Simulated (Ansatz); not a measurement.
The starting structures come from a database of crystals and need not be the phases stable at ambient conditions.

Consider the following.

```
CELL_PARAMETERS angstrom
      4.51035     0.00000     0.00000
      0.00000    13.94987     0.00000
      0.00000     6.97493     4.02698
ATOMIC_POSITIONS crystal
  La 0.25000 0.33333 0.00000
  La 0.75000 0.66667 0.00000
  Br 0.25000 0.38655 0.31365
  Br 0.75000 0.61345 0.68635
  Br 0.75000 0.08675 0.52670
  Br 0.25000 0.91325 0.47330
  Br 0.25000 0.70020 0.21305
  Br 0.75000 0.29980 0.78695
```

Space group of this cell: P6_3/m. The cell is taken as given.

Transport runs along the normal of the first two printed cell vectors, the (110) plane of the conventional cell.

The gap is the functional's own. No spin-orbit coupling. Mid-gap values are interpolated on the energy grid.

Q: State the band gap and the smallest decay constant κ at mid-gap according to r2SCAN run with Ansatz (a first-principles code).

A: Gap 3.55 eV on a 8×8×8 mesh; κ = 0.346 1/Å, at the zone centre.
